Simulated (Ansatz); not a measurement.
The reference is TiSi2 (space group Fddd, No. 70; a = 4.7791 Å, b = 8.2295 Å, c = 8.5206 Å).

All numbers come from DFT with r2SCAN, PAW potentials and a 500 eV plane-wave cutoff in Ansatz (a program for electronic structure), no spin-orbit coupling.

Base values:

- Density: 4.12 g/cm³

Modification: cell and atoms relaxed at a pressure of 30 GPa.

What does the calculation give for the density after the change?

The density increases by 0.66 g/cm³ (4.12 g/cm³ → 4.78 g/cm³).

Load acts through the strain it causes; cell and atoms are relaxed under it. No phonon test of stability was made. No other phases were tried under pressure. All final runs are without spin polarisation.
